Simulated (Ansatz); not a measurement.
Consider AlN in the wurtzite structure (space group P6_3mc, No. 186).

```
CELL_PARAMETERS angstrom
      3.13023     0.00000     0.00000
     -1.56512     2.71086     0.00000
      0.00000     0.00000     5.01801
ATOMIC_POSITIONS crystal
  Al 0.33333 0.66667 0.00023
  Al 0.66667 0.33333 0.50023
  N  0.33333 0.66667 0.38177
  N  0.66667 0.33333 0.88177
```

Cartesian axes are those of the cell as printed.

Computed with Ansatz (a first-principles code), PBE, PAW, cutoff 420 eV, scalar-relativistic without spin-orbit coupling.

Before the change:

| Property | Value |
|---|---|
| Valence-band top at Γ | 0.00, -0.20, -0.20 eV |

The change: the cell is stretched by 0.60 % along z with no lateral relaxation; the atoms relax in the strained cell.

Problem. What happens to the energy relative to the base, valence-band top at Γ and stress?

Solution. The energy grows by 0.4 meV/atom; the valence-band top at Γ (three highest levels, from the VBM) becomes 0.00, -0.15, -0.15 eV (base: 0.00, -0.20, -0.20 eV); the stress (xx, yy, zz, yz, xz, xy; compression positive) amounts to (-0.56, -0.56, -2.10, 0.00, 0.00, 0.00) GPa.

The levels and masses belong to the bands next to the band gap. Stability against distortions was not tested.
